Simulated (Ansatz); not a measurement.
Fluorite NiSi₂ was calculated with LDA (Ansatz, a first-principles code, plane waves, PAW).

Settings: plane-wave cutoff 520 eV, 20×20×20 k mesh, Fermi–Dirac smearing 0.072 eV (set by the program), no spin polarisation, scalar-relativistic PAW data made under PBE.

Cell (relaxed at this level):

```xyz
3
Lattice="0.0000 2.6753 2.6753 2.6753 0.0000 2.6753 2.6753 2.6753 0.0000" Properties=species:S:1:pos:R:3 pbc="T T T"
Si     1.3377     1.3377     1.3377
Si     4.0130     4.0130     4.0130
Ni     0.0000     0.0000     0.0000
```

**Question.** Give the computed Young modulus, Voigt–Reuss–Hill shear modulus (Hill average), elastic constant C44, elastic constant C12 and elastic constant C11.

**Answer.** 
- Young modulus: 148 GPa
- Voigt–Reuss–Hill shear modulus (Hill average): 54.7 GPa
- elastic constant C44: 82.7 GPa
- elastic constant C12: 147 GPa
- elastic constant C11: 206 GPa

Elastic constants are with the ions relaxed.

The computed numbers hold no vibrational or temperature effects.

It cost roughly 17 core-minutes of CPU time.
